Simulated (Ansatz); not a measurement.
Where the default PAW files enter, the runs use the earlier of Ansatz's two default sets.

Input:

```yaml
crystal:
  lattice:
    - [4.91497, 0.00000, 0.00000]
    - [-2.45748, 4.25649, 0.00000]
    - [0.00000, 0.00000, 5.43130]
  atoms:
    - { symbol: Si, position: [0.46891, 0.00000, 0.00000] }
    - { symbol: Si, position: [0.00000, 0.46891, 0.33333] }
    - { symbol: Si, position: [0.53109, 0.53109, 0.66667] }
    - { symbol: O, position: [0.58661, 0.85583, 0.78489] }
    - { symbol: O, position: [0.14417, 0.73078, 0.11822] }
    - { symbol: O, position: [0.26922, 0.41339, 0.45156] }
    - { symbol: O, position: [0.73078, 0.14417, 0.21511] }
    - { symbol: O, position: [0.41339, 0.26922, 0.88178] }
    - { symbol: O, position: [0.85583, 0.58661, 0.54844] }
```

Space group of this cell: P3_121. The cell is taken as given.

Calculation: r2SCAN (plane waves, PAW; Ansatz, a first-principles code).

The current runs along the normal of the first two printed vectors; no spin-orbit coupling. Scaled by the factor s: all lengths (ions clamped). Meshes 12×12×6 and 12×12 across the current in all rows.

| s | mean pressure (GPa) | band gap (eV) |
|---|---|---|
| 0.98 | 13.8 | ? |
| 1.00 | 0.1 | 6.61 |
| 1.02 | -10.6 | 6.15 |

Question: Take the slope of the band gap against ln s from the two given rows, extrapolate to s = 0.98, and say what the run there gives.

Answer: Slope = (6.15 − 6.61) / ln 1.02 = -23.2 eV. The line gives 6.61 + (-23.2) × ln 0.98 = 7.08 eV. The run gives 7.02 eV, 0.06 eV under the line, 13 % of the predicted step.
